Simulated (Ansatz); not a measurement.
The starting structures come from a database of crystals and need not be the phases stable at ambient conditions.

By PBEsol, the system below comes out a metal.

A figure of merit of an interconnect metal is its ballistic conductance per area.

```
BaSi2
1.0
    4.06203     0.00000     0.00000
    0.00000     5.40911     0.00000
    2.03102     0.00000     3.51782
Ba Si
1 2
Direct
  0.00000   0.00000   0.00000
  0.66667   0.43576   0.66667
  0.33333   0.56424   0.33333
```

Space group of this cell: P-3m1. The cell is taken as given; by PBEsol its mean pressure is -2.4 GPa.

The current flows along the normal of the first two printed cell vectors, the (100) plane of the conventional cell. No spin-orbit coupling; the value is a mean over 0.1 eV about the Fermi level.

Q: Predict the ballistic conductance per area from PBEsol (Ansatz, an electronic-structure program).

A: 0.32 × 10¹⁵ S/m² for both spins.
